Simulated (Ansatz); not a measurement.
Relaxation of the outer planes of the (11-21) surface of hcp Co, ferromagnetic in its 1x1 cell, outermost plane spacing 0.60 Å in the ideal cut.

The numbers are results of PBE (plane waves to 420 eV, PAW; Ansatz, a program for electronic structure), not measurements.

Set-up: 17 atoms, 9.5 Å thick at the start (thin: gaps and levels are the slab's own); mesh 10x9x1; 0.1 eV smearing; dipole correction on; all atoms relaxed; no symmetry held; spin-polarised, no spin-orbit, no U.

```csv
plane,atoms,bulk spacing to the next (Å),relaxed spacing (Å),change (%),rumpling (Å)
1,Co,0.595,0.522,-12.4,0.00
2,Co,0.595,0.499,-16.2,0.00
```
